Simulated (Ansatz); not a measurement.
**Several settings converged on BaMg₂Sb₂ (P-3m1, 5 atoms in the cell)**

```xyz
5
Lattice="4.7841 0.0000 0.0000 -2.3921 4.1432 0.0000 0.0000 0.0000 8.1813" Properties=species:S:1:pos:R:3 pbc="T T T"
Ba     0.0000     0.0000     0.0000
Mg     2.3921     1.3811     3.0816
Mg     0.0000     2.7621     5.0997
Sb     2.3921     1.3811     5.9765
Sb     0.0000     2.7621     2.2048
```

Base method: LDA (PW92), default PAW files made with PBE (plane waves; Ansatz, an electronic-structure program).

Base settings: basis.ecutwfc = 420 eV; kpoints.mp_grid.grid = 6 6 3; hamiltonian.xc = lda; hamiltonian.pseudopotentials = {kind: paw} (the program's default PAW files); scf.occupations.method = fixed.

Core times come from one kind of shared machine, to one figure; runs under 30 s give none.

**Zone-centre phonons against the cutoff**

In this ladder: phonons.method = dfpt; phonons.dielectric = true; phonons.rigid_motions = translations.

The mesh stays at the base's, so the ladder's end is converged at best in this setting alone.

Frequencies are those of the unrelaxed cell, without the LO-TO term of polar crystals.

Only quantities that move along the ladder and can be compared are tabulated.

ε∞ and Born charges come from denser meshes that the program picks itself.

```tsv
basis.ecutwfc	highest zone-centre frequency (cm⁻¹)	lowest optical frequency (cm⁻¹)	largest Born charge (mean of the diagonal) (e)	mean ε∞	core time / last (rough)
210 eV	248.8	46.6	3.192	10.781	0.7
250 eV	226.6	63.2	3.181	10.654	0.7
355 eV	231.5	65.8	3.175	10.593	0.7
420 eV	231.5	65.8	3.175	10.593	1
```

Coarsest basis.ecutwfc that holds the lowest optical frequency within 2 cm⁻¹ of the last step, with all finer ones: 355 eV; the step before is off by 2.7 cm⁻¹.

Coarsest basis.ecutwfc that holds the highest zone-centre frequency within 10 cm⁻¹ of the last step, with all finer ones: 250 eV; the step before is off by 17 cm⁻¹.

Coarsest basis.ecutwfc that holds the largest Born charge (mean of the diagonal) within 0.005 e of the last step, with all finer ones: 355 eV; the step before is off by 0.006 e.

**The force threshold of a relaxation**

On BaMg2Sb2 (P3m1, 5 atoms in the cell): one atom moved by 0.15 angstrom.

In this ladder: relax = atoms.

The mesh stays at the base's, so the ladder's end is converged at best in this setting alone.

Only quantities that move along the ladder and can be compared are tabulated.

| relax.f_tol | free energy less the last step's (meV/atom) | largest force left (eV/Å) | relaxation steps |
|---|---|---|---|
| 0.2 eV/Å | 1.14 | 0.1574 | 2 |
| 0.05 eV/Å | 0.08 | 0.0385 | 3 |
| 0.02 eV/Å | 0.00 | 0.0079 | 5 |
| 0.005 eV/Å | 0.00 | 0.0001 | 6 |
| 0.001 eV/Å | 0.00 | 0.0001 | 7 |

Coarsest relax.f_tol that holds the free energy within 0.5 meV/atom of the last step, with all finer ones: 0.05 eV/Å; the step before is off by 1.1 meV/atom.

Coarsest relax.f_tol that holds the largest force left within 0.02 eV/Å of the last step, with all finer ones: 0.02 eV/Å; the step before is off by 0.038 eV/Å.

On the base run: the starting cell comes from a database of computed structures (which also holds hypothetical and non-ambient phases and stackings), without a prior relaxation at this level. Its lattice was rescaled by up to half a per cent.

Keys are those of Ansatz 0.2.
